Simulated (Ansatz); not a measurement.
Base system: BeTe in the rock salt structure (space group Fm-3m, No. 225; a = 5.362 Å; a hypothetical phase, not in the database extracts checked; relaxed with 0.1 eV smearing). Axes: x, y, z lie along the cube axes.

(Cell as relaxed with PBE.)

Levels (all Ansatz, a program for electronic structure, PAW, earlier PAW set): PBE (420 eV, scalar-relativistic without spin-orbit coupling); r2SCAN (500 eV, scalar-relativistic without spin-orbit coupling).

Each level relaxes its own structure.

```
base                      PBE    r2SCAN
-------------------  --------  --------
volume per atom      19.27 Å³  19.37 Å³
lattice parameter a   5.362 Å   5.371 Å
band gap                 zero      zero
```

It is then changed as follows: compressive biaxial strain of 1.59 % in the plane normal to [111], as in epitaxy on a mismatched substrate; the out-of-plane cell vector and the atoms relax.

```csv
quantity,PBE,r2SCAN
energy relative to the base (free energy F),+4.3 meV/atom,___
ratio −ε⊥/ε∥,0.64,___
mean in-plane stress (compression positive),+2.3 GPa,___
```

Task: Given the PBE results, estimate those of r2SCAN.

Result: 
- energy relative to the base (free energy F), r2SCAN: +4.7 meV/atom
- ratio −ε⊥/ε∥, r2SCAN: 0.54
- mean in-plane stress (compression positive), r2SCAN: +2.5 GPa

PBE's energy relative to the base lies 0.4 meV/atom below r2SCAN's; PBE's ratio −ε⊥/ε∥ lies 0.10 above r2SCAN's; PBE's in-plane stress lies 0.2 GPa below r2SCAN's. Neither level is exact; r2SCAN is the comparison here, not a measurement.

No phonon test of stability was made. The final runs are not spin-polarised.
